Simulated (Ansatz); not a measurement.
**TaAs (I4₁md, No. 109, 4 atoms in the cell; start mp-1936)**

Calculation: PBE-D3(BJ) (Ansatz, a first-principles code, PAW).

Settings: plane-wave cutoff 500 eV, 16×16×16 k mesh, Fermi–Dirac smearing 0.05 eV, scalar-relativistic PAW data made under PBE.

Cell (relaxed at this level):

```yaml
crystal:
  lattice:
    - [-1.71623, 1.71623, 5.78402]
    - [1.71623, -1.71623, 5.78402]
    - [1.71623, 1.71623, -5.78402]
  atoms:
    - { symbol: Ta, position: [0.50040, 0.00040, 0.50000] }
    - { symbol: Ta, position: [0.75040, 0.75040, 0.00000] }
    - { symbol: As, position: [0.08220, 0.58220, 0.50000] }
    - { symbol: As, position: [0.33220, 0.33220, 0.00000] }
```

```yaml
band_gap: none
```

Note: the relaxation could not lower the start's symmetry, so the cell can be a saddle point above a distorted one.

Spin–orbit coupling is not included.

Computed values are for the static lattice.

Cost on a shared machine: around 8 core-minutes (rough).

A start named mp-… is a Materials Project structure, which need not be a measured phase.
